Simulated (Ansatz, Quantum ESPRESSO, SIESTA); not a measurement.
Code comparison for Mo₂N (P1, 3 atoms in the cell)

Self-consistent single point, at a second geometry (atoms moved at random). First geometry:

```
CELL_PARAMETERS angstrom
      1.41485     0.81686     4.91206
     -1.41485     0.81686     4.91206
      0.00000    -1.63372     4.91206
ATOMIC_POSITIONS crystal
  Mo 0.24289 0.24289 0.24289
  Mo 0.75711 0.75711 0.75711
  N  0.00000 0.00000 0.00000
```

Second geometry:
```xyz
3
Lattice="1.4148 0.8169 4.9121 -1.4148 0.8169 4.9121 0.0000 -1.6337 4.9121" Properties=species:S:1:pos:R:3 pbc="T T T"
Mo    -0.0196    -0.0034     3.5866
Mo     0.0132     0.0262    11.1818
N      0.0064    -0.0228    -0.0322
```

Shared settings, as Ansatz (a quantum-chemistry and plane-wave program) writes them: kpoints.mp_grid.grid = 11 11 11; scf.occupations.method = fermi_dirac; scf.occupations.width = 0.1 eV. Potentials and cutoffs stand in the table.

```
code                                                                                                                                      model  ΔF from the first geometry (meV/atom)  pressure (GPa)  largest force (eV/Å)       cutoff
----------------  -----------------------------------------------------------------------------------------------------------------------------  -------------------------------------  --------------  --------------------  -----------
Quantum ESPRESSO                                                                           PBEsol, GBRV 1.5 ultrasoft (PBESOL) pseudopotentials                                   12.1           11.50                 1.039        40 Ry
SIESTA            GGA PBEsol, numerical atomic orbitals DZP, PseudoDojo PBEsol standard norm-conserving potentials (rewritten from UPF to PSML)                                   10.9           16.54                 1.113  grid 350 Ry
Ansatz                                                                                                          PBEsol, PAW files made with PBE                                   12.1           11.97                 1.044       420 eV
```

Size of the force on each atom (eV/Å): Sizes of forces hide their directions.

```
code                Mo1    Mo2     N3
----------------  -----  -----  -----
Quantum ESPRESSO  0.292  0.829  1.039
SIESTA            0.599  0.574  1.113
Ansatz            0.297  0.828  1.044
```

On Ansatz's run: spin polarisation is off; with an odd number of electrons in the cell that forces a metal, and a magnetic state may lie lower.

The spread over the programs that give each value: ΔF from the first geometry within 1.2 meV/atom; pressure within 5.04 GPa; largest force within 0.074 eV/Å.

SIESTA uses small atom-centred bases, whose incompleteness enters pressures, forces and empty levels differently from a plane-wave cutoff. Ansatz's pressure is given at a fixed set of plane waves, as the other plane-wave codes print theirs; with its correction for the finite basis it is 12.14 GPa. In the pressure, SIESTA (by 4.81) lies more than 1 GPa from the median of the plane-wave programs. In the force vectors, SIESTA (by 0.353) lies more than 0.08 eV/Å from the median of the plane-wave programs.

The starting cell comes from a database of computed structures (which also holds hypothetical and non-ambient phases and stackings), without a prior relaxation at this level. Its lattice was rescaled by a random factor within 2.5 % of one. For this run, on top of that: atoms moved at random.

Keys are those of Ansatz 0.2.
